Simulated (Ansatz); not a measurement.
# InP: pressure series

The parent structure is InP in the zinc blende structure (space group F-43m, No. 216; a = 5.9068 Å).

Cell and atoms are relaxed at each pressure.

Method: r2SCAN/PAW in Ansatz (a program for electronic structure), no SOC.

Candidates:
(a) pressure 9 GPa
(b) pressure −2 GPa
(c) pressure 30 GPa
(d) pressure −1 GPa
(e) pressure 15 GPa

Base values:

```
Quantity   Result
--------  -------
Band gap  1.03 eV
```

**Question.** Order them by band gap, lowest first.

**Answer.** (b) pressure −2 GPa (0.84 eV), (d) pressure −1 GPa (0.94 eV), (c) pressure 30 GPa (1.54 eV), (a) pressure 9 GPa (1.63 eV), (e) pressure 15 GPa (1.76 eV)

Load acts through the strain it causes; cell and atoms are relaxed under it. No phonon test of stability was made. Measured, InP leaves this structure (for rock salt) near 9.8 GPa (temperature not stated; as listed in Datta, Sujoy, Jana, Debnarayan, arXiv (2020)).
